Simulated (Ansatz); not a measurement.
The parent structure is MoTe₂ in the 2H-MoS2 type structure (space group P6_3/mmc, No. 194; a = 3.5421 Å, c = 14.1819 Å; layered, stacked along the Cartesian z axis). Axes: x lies along a and z along c of the hexagonal cell.

Method: r2SCAN+rVV10 in Ansatz (plane waves to 500 eV, PAW, spin-orbit coupling left out).

Before the change:

The band gap is 0.87 eV. The pressure comes out as 0.00 GPa and the shortest interatomic distance comes out as 2.721 Å.

Now apply this change: strain tensor (xx, yy, zz, yz, xz, xy) = (−0.84, +0.00, +2.31, +0.47, +0.26, −0.36) %, atoms relaxed at fixed cell.

What does the calculation give for the band gap, pressure, shortest interatomic distance and largest internal atomic displacement after the change?

The band gap increases by 0.14 eV, from 0.87 eV to 1.01 eV; the pressure (mean of the normal stresses, compression positive) goes from zero to 0.07 GPa; the shortest interatomic distance decreases by 0.006 Å (2.721 Å → 2.715 Å); the largest internal atomic displacement amounts to 0.039 Å.

Spin-orbit coupling, missing from the scalar runs, can matter with Te. Gaps are read on the SCF mesh and a high-symmetry path. Stability against distortions was not tested.

Ansatz is a quantum-chemistry and plane-wave program.
